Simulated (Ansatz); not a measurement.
Pd3In (Pm-3m, No. 221, 4 atoms in the cell; start mp-31337), treated with LDA (Ansatz, a quantum-chemistry and plane-wave program, PAW).

Settings: plane-wave cutoff 520 eV, 14×14×14 k mesh, Fermi–Dirac smearing 0.05 eV, scalar-relativistic PAW data made under PBE.

Cell (relaxed at this level):

InPd₃ is modelled in the cubic space group Pm-3m (No. 221), the Cu3Au type structure, Pearson symbol cP4. Cell: a = b = c = 3.9311 Å, α = β = γ = 90.00°. In on 1a sees 12 Pd at 2.780 Å (cuboctahedral). Pd on 3c sees 8 Pd at 2.780 Å and 4 In at 2.780 Å (cuboctahedral). (Neighbours: up to the widest gap in distance over summed covalent radii, below 1.35, at either atom.)

Task: Predict the bulk modulus.

Result: 
bulk modulus: 192 GPa

The run finds no gap.

Note: the bulk modulus is −V dP/dV from two relaxed cells at ±2 % in volume; the relaxation could not lower the start's symmetry, so the cell can be a saddle point above a distorted one.

Spin–orbit coupling is not included.

The computed numbers hold no vibrational or temperature effects.

Cost on a shared machine: roughly 50 core-seconds.

A start named mp-… is a Materials Project structure, which need not be a measured phase.
